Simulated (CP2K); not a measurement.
Band structure of AgBr (Fm-3m, 2 atoms in the cell).

```yaml
crystal:
  lattice:
    - [4.08001, 0.00000, 0.00000]
    - [2.04000, 3.53339, 0.00000]
    - [2.04000, 1.17780, 3.33131]
  atoms:
    - { symbol: Ag, position: [0.00000, 0.00000, 0.00000] }
    - { symbol: Br, position: [0.50000, 0.50000, 0.50000] }
```

Method: PBE, GPW, DZVP-MOLOPT-SR-GTH basis, GTH-PBE potentials (GTH_POTENTIALS) (CP2K).

Settings: CUTOFF = 500 Ry; REL_CUTOFF = 60 Ry; SMEAR/METHOD = FERMI_DIRAC; ELECTRONIC_TEMPERATURE = 580.23 K; KPOINTS/SCHEME = MONKHORST-PACK 10 10 10; GAMMA_CENTERED = T; XC_FUNCTIONAL = PBE; Ag/BASIS_SET = DZVP-MOLOPT-SR-GTH-q11; Ag/POTENTIAL = GTH-PBE-q11; Br/BASIS_SET = DZVP-MOLOPT-SR-GTH-q7; Br/POTENTIAL = GTH-PBE-q7; METHOD = GPW; EPS_DEFAULT = 1e-10; EXTRAPOLATION = USE_GUESS.

The starting cell has typed, rounded lattice constants, without a prior relaxation at this level. Values carry the incompleteness of an atom-centred basis.

Task: Predict the gap along the standard path and the places of the band edges.

Result: The gap along the path is 0.68 eV, from L to Γ; the smallest direct gap on it is 2.57 eV.

Levels in eV from the top of the valence band on the SCF mesh, bands 6 to 10:
| point | 6 | 7 | 8 | 9 | 10 |
|---|---|---|---|---|---|
| Γ | -2.71 | -1.89 | -1.89 | -1.89 | 0.68 |
| X | -2.57 | -2.32 | -2.32 | -2.25 | 1.78 |
| W | -2.32 | -2.23 | -2.23 | -1.48 | 3.95 |
| K | -2.37 | -2.16 | -1.97 | -1.17 | 3.19 |
| L | -2.42 | -2.08 | 0.00 | 0.00 | 4.40 |
| U | -2.37 | -2.16 | -1.97 | -1.17 | 3.19 |

Higher empty bands are left out: an atom-centred basis made for the valence describes them poorly.
